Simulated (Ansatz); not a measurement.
## Effect of pressure 0.7 GPa on Lu

Start from Lu in the hcp (Mg type) structure (space group P6_3/mmc, No. 194; a = 3.504 Å, c = 5.452 Å).

It is then changed as follows: a hydrostatic pressure of 0.7 GPa.

Method: Ansatz (an electronic-structure program), r2SCAN, PAW, cutoff 500 eV, no spin-orbit coupling. k-mesh 15×15×9 (Γ-centred); smearing 0.05 eV (Fermi–Dirac).

| quantity | base | changed | shift |
|---|---|---|---|
| volume per atom | 28.99 Å³ | 28.57 Å³ | -0.42 Å³ |
| density | 10.02 g/cm³ | 10.17 g/cm³ | +0.15 g/cm³ |
| lattice parameter a | 3.504 Å | 3.488 Å | -0.016 Å |
| c/a ratio | 1.556 | 1.554 | -0.0014 |
| enthalpy H = E + PV relative to the base's energy | – | +0.13 eV/atom | – |
| band gap | zero | zero | – |

Final structure:

```yaml
crystal:
  lattice:
    - [3.48839, 0.00000, 0.00000]
    - [-1.74420, 3.02104, 0.00000]
    - [0.00000, 0.00000, 5.42258]
  atoms:
    - { symbol: Lu, position: [0.33333, 0.66667, 0.75000] }
    - { symbol: Lu, position: [0.66667, 0.33333, 0.25000] }
```

Load acts through the strain it causes; cell and atoms are relaxed under it. Stability against distortions was not tested.
